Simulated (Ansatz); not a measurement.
Results of LDA in Ansatz (plane waves, PAW) for WAg (model structure, Pm-3m, No. 221, 2 atoms in the cell).

Run with plane-wave cutoff 520 eV, 18×18×18 k mesh, Fermi–Dirac smearing 0.05 eV, no spin polarisation, scalar-relativistic PAW data made under PBE.

Cell (relaxed at this level):

AgW is taken in the cubic space group Pm-3m (No. 221), the CsCl type structure, Pearson symbol cP2. Lattice parameters: a = 3.1522 Å, b = 3.1522 Å, c = 3.1522 Å, α = 90.00°, β = 90.00°, γ = 90.00°. Ag on 1a is surrounded by 8 W at 2.730 Å and 6 Ag at 3.152 Å. W on 1b is coordinated by 8 Ag at 2.730 Å and 6 W at 3.152 Å. (Neighbours: up to the widest gap in distance over summed covalent radii, below 1.35, at either atom.)

Give the computed bulk modulus.


* **bulk modulus**: 241 GPa

Note: the run has no spin polarisation, so it can have missed a magnetic state; the bulk modulus is −V dP/dV from two relaxed cells at ±2 % in volume; the relaxation could raise the start's symmetry but not lower it, so the cell can be a saddle point.

Spin–orbit coupling is not included.

The computed numbers hold no vibrational or temperature effects.

A model structure was made by putting elements into a prototype or built by hand; it is no filed structure, need not be a known phase, and can be a saddle point held by its symmetry.

Ansatz is an electronic-structure program.
